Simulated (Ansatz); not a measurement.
Consider Ta in the bcc (W type) structure (space group Im-3m, No. 229; a = 3.305 Å). Axes: x, y, z lie along the cube axes.

Method: r2SCAN/PAW in Ansatz (a program for electronic structure), spin-orbit coupling left out.

Before the change:

| Quantity | Result |
|---|---|
| Pressure | 0.0 GPa |
| Volume per atom | 18.05 Å³ |

Modification: biaxial strain −0.25 %, plane normal [111], relaxed out of plane (Cartesian); in-plane vectors clamped, the third vector and the atoms free.

### Question
Predict the new pressure.

### Answer
The pressure (mean of the normal stresses, compression positive) goes from zero to 0.5 GPa.

### Question
Predict the new volume per atom.

### Answer
The volume per atom drops by 0.05 Å³ (18.05 Å³ → 18.00 Å³).

No phonon test of stability was made. All final runs are without spin polarisation.
